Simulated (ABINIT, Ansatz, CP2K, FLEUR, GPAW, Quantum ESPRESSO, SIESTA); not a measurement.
## One structure in several programs: HgPPt5 (P4/mmm, 7 atoms in the cell)

Self-consistent single point.

```xyz
7
Lattice="3.9390 0.0000 0.0000 0.0000 3.9390 0.0000 0.0000 0.0000 7.2098" Properties=species:S:1:pos:R:3 pbc="T T T"
Hg     1.9695     1.9695     0.0000
P      0.0000     0.0000     3.6049
Pt     0.0000     1.9695     2.1851
Pt     0.0000     1.9695     5.0248
Pt     1.9695     0.0000     2.1851
Pt     1.9695     0.0000     5.0248
Pt     0.0000     0.0000     0.0000
```

All programs got the same cell, k-point mesh and kind of occupations (in Ansatz's words: kpoints.mp_grid.grid = 6 6 3; scf.occupations.method = fermi_dirac; scf.occupations.width = 0.01 Ry); potentials, basis and cutoffs are each program's usual ones.

| code | model | pressure (GPa) | largest force (eV/Å) | k-points | cutoff |
|---|---|---|---|---|---|
| FLEUR | PBEsol, all-electron FLAPW (FLEUR), scalar-relativistic valence | – | 0.071 | 20 | Kmax 4.3 1/bohr |
| SIESTA | GGA PBEsol, numerical atomic orbitals TZP, PseudoDojo PBEsol standard norm-conserving potentials (rewritten from UPF to PSML) | -6.66 | 0.320 | 60 | grid 400 Ry |
| CP2K | PBEsol, GPW, DZVP-MOLOPT-SR-GTH basis, GTH-PBE potentials (GTH_POTENTIALS) | -2.92 | 0.140 | 108 | grid 500 Ry |
| Ansatz | PBEsol, PAW files made with PBE | -4.60 | 0.049 | 20 | default |
| ABINIT | PBEsol, norm-conserving pseudopotentials (PseudoDojo nc-sr-04 PBEsol standard) | -4.84 | 0.060 | 20 | 42 Ha |
| GPAW | PBEsol, GPAW PAW datasets PBEsol (made by gpaw-setup) | -3.93 | 0.095 | 20 | 550 eV |
| Quantum ESPRESSO | PBEsol, GBRV 1.5 ultrasoft (PBESOL) pseudopotentials | -5.41 | 0.032 | 20 | 40 Ry |

A dash marks a value that a program does not give, or that is left out as unsure.

The spread over the programs that give each value: pressure within 3.74 GPa; largest force within 0.288 eV/Å.

The starting cell comes from a database of computed structures (which also holds hypothetical and non-ambient phases and stackings), without a prior relaxation at this level. On Ansatz's run: Spin-orbit coupling is off. Spin polarisation is off; with an odd number of electrons in the cell that forces a metal, and a magnetic state may lie lower. In the base run, with a pressure of about -5 GPa the cell is away from its equilibrium volume at this level.

Task: Why do the programs differ, and what cannot be compared?

Result: Differences of this kind can come from the potentials, where these differ, and from what each basis and cutoff leave unconverged. The valence holds different numbers of electrons (FLEUR 103, SIESTA 115, CP2K 107, Ansatz (an electronic-structure program) 115, ABINIT 115, GPAW 103, Quantum ESPRESSO 97). The zero of total energies and Fermi levels follows the potentials and each program's conventions, so they are not compared here. SIESTA and CP2K use small atom-centred bases, whose incompleteness enters pressures, forces and empty levels differently from a plane-wave cutoff. FLEUR treats all electrons, but the usual bases taken here (sphere radii, linearisation, local orbitals, empty states) were not tested for convergence, so the values are no reference for the others. Ansatz's pressure is given at a fixed set of plane waves, as the other plane-wave codes print theirs; with its correction for the finite basis it is -4.55 GPa. Ansatz's smearing width was typed in Ry to four decimals, so it matches the others to a few per cent. The programs reduce the same mesh by symmetry to different extents, which changes the work and not the result. In the pressure, SIESTA (by 1.94) and CP2K (by 1.80) lie more than 1 GPa from the median of the plane-wave programs. In the force vectors, SIESTA (by 0.266) and CP2K (by 0.086) lie more than 0.08 eV/Å from the median of the plane-wave programs.

Left out of this page: Elk (not drawn, or without a comparable value).

Keys are those of Ansatz 0.2.
